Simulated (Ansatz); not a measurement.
The parent structure is TiC in the rock salt structure (space group Fm-3m, No. 225; a = 4.328 Å).

The other end (x = 1) is TiGe in the rock salt structure (space group Fm-3m, No. 225; a hypothetical phase, not in the database extracts checked): 17.32 Å³/atom, gap zero; this end may not be an ambient phase.

Computed with r2SCAN in Ansatz (plane waves to 500 eV, PAW, spin-orbit coupling left out).

Ge replaces a fraction x of C; each row is one arrangement (x, atoms in the cell, starting space group or random), fully relaxed.

One change was made to it. Results:

```csv
quantity,base,after
mean first-shell distances,–,"C–Ti 2.143 Å (end compound 2.164 Å), Ge–Ti 2.762 Å (end compound 2.587 Å)"
mixing energy (to 0.01 eV only: unlike meshes or grids) (against an end that may be hypothetical),–,-0.07 eV/atom
deviation of the volume from the linear (Vegard-type) interpolation,–,-1.4 %
```

Task: Which of these changes matches the shifts?
A) x(Ge) = 0.5, 4 atoms, R-3m
B) x(Ge) = 0.5, 8 atoms, P4/nmm
C) x(Ge) = 0.75, 8 atoms, C2/m
D) x(Ge) = 0.333, 6 atoms, P-3m1

Result: D, x(Ge) = 0.333, 6 atoms, P-3m1. For comparison, the mean first-shell distances in the other runs: x(Ge) = 0.5, 4 atoms, R-3m gives C–Ti 2.121 Å (end compound 2.164 Å), Ge–Ti 2.755 Å (end compound 2.587 Å); x(Ge) = 0.75, 8 atoms, C2/m gives C–Ti 2.165 Å (end compound 2.164 Å), Ge–Ti 2.686 Å (end compound 2.587 Å); x(Ge) = 0.5, 8 atoms, P4/nmm gives C–Ti 2.260 Å (end compound 2.164 Å), Ge–Ti 2.597 Å (end compound 2.587 Å).

Each cell is one ordered arrangement of few atoms, which overstates ordering effects compared with a random alloy. No phonon test of stability was made. The final runs are not spin-polarised. Under x(Ge) = 0.333, 6 atoms, P-3m1, x(Ge) = 0.5, 4 atoms, R-3m and x(Ge) = 0.75, 8 atoms, C2/m the cell changed shape so far that it is another structure.

Ansatz is a quantum-chemistry and plane-wave program.
